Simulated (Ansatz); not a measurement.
Take LaAs in the CsCl type structure (space group Pm-3m, No. 221; a hypothetical phase, not in the database extracts checked; relaxed with 0.1 eV smearing) as the base.

```xyz
2
Lattice="3.7429 0.0000 0.0000 0.0000 3.7429 0.0000 0.0000 0.0000 3.7429" Properties=species:S:1:pos:R:3 pbc="T T T"
La     0.0000     0.0000     0.0000
As     1.8714     1.8714     1.8714
```

Cartesian axes are those of the cell as printed.

All numbers come from plane-wave PAW DFT at the r2SCAN level (Ansatz, a program for electronic structure, 500 eV), no spin-orbit coupling.

It is then changed as follows: an isotropic linear strain of −1.33 %, atoms relaxed at fixed cell.

Q: Predict the stress tensor and what it implies for the stiffness.

A: Stress of the strained cell less that of the base (GPa, compression positive):
```
    3.1     0.0     0.0
    0.0     3.1     0.0
    0.0     0.0     3.1
```

Then B = −ΔP/(ΔV/V₀) with ΔV/V₀ = -0.0394 gives secant stiffness values (nonlinear terms included at this strain): B ≈ 79 GPa.

As a check, the harmonic strain energy −½ V₀ Δσ:ε is 10 meV/atom; the computed energy rise is 9.7 meV/atom.

Stability against distortions was not tested. The final runs are not spin-polarised.
